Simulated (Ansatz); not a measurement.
Ru3Rh (model structure, started from the A15 type, Pm-3n, No. 223, 8 atoms in the cell) was calculated with PBEsol (PAW; Ansatz, an electronic-structure program).

Run with plane-wave cutoff 520 eV, 12×12×12 k mesh, Fermi–Dirac smearing 0.05 eV, no spin polarisation, scalar-relativistic PAW data made under PBE.

Cell (relaxed at this level):

```
RhRu3
1.0
    4.79058     0.00000     0.00000
    0.00000     4.79058     0.00000
    0.00000     0.00000     4.79058
Ru Rh
6 2
Direct
  0.25000   0.00000   0.50000
  0.75000   0.00000   0.50000
  0.00000   0.50000   0.25000
  0.00000   0.50000   0.75000
  0.50000   0.25000   0.00000
  0.50000   0.75000   0.00000
  0.00000   0.00000   0.00000
  0.50000   0.50000   0.50000
```

Q: What does this level give for the bulk modulus B0?

A: 
* **bulk modulus B0**: 310 GPa

Note: the run has no spin polarisation, so it can have missed a magnetic state; the bulk modulus is −V dP/dV from two relaxed cells at ±2 % in volume; the relaxation could raise the start's symmetry but not lower it, so the cell can be a saddle point.

Computed values are for the static lattice.

It cost around 3 core-minutes (rough) of CPU time.

A model structure was made by putting elements into a prototype or built by hand; it is no filed structure, need not be a known phase, and can be a saddle point held by its symmetry.
